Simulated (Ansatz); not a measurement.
Functionals compared on the (100) surface of tetragonal MoSi2 in its 1x1 cell (cut with top plane Mo + 2 Si, bottom plane Mo + 2 Si), outermost plane spacing 1.61 Å in the ideal cut, in Ansatz (plane waves, PAW). The structure was relaxed with PBE; the other rows are single points on it, each with its references at the same level. Cutoff 420 eV (500 eV for r2SCAN).

Set-up: 21 atoms, Mo7Si14, 9.7 Å thick at the start (thin: gaps and levels are the slab's own); mesh 12x5x1; 0.1 eV smearing; dipole correction on; all atoms relaxed; start symmetry kept, larger cells not searched; no spin, no spin-orbit, no U. These notes are the PBE run's.

```csv
functional,surface energy (J/m²),work function of the top face (eV),rough cost of the single point
PBE,2.64,4.76,–
LDA,3.00,5.00,around 80 core-seconds (rough)
PBEsol,2.93,4.84,about 80 core-seconds (a rough figure)
RPBE,?,?,roughly 80 core-seconds
r2SCAN,2.82,4.82,very roughly 2.9 core-minutes
```

**Question.** Complete the blanks.

**Answer.** 
- RPBE, surface energy (J/m²): 2.48
- RPBE, work function of the top face (eV): 4.65

Ansatz is a quantum-chemistry and plane-wave program.
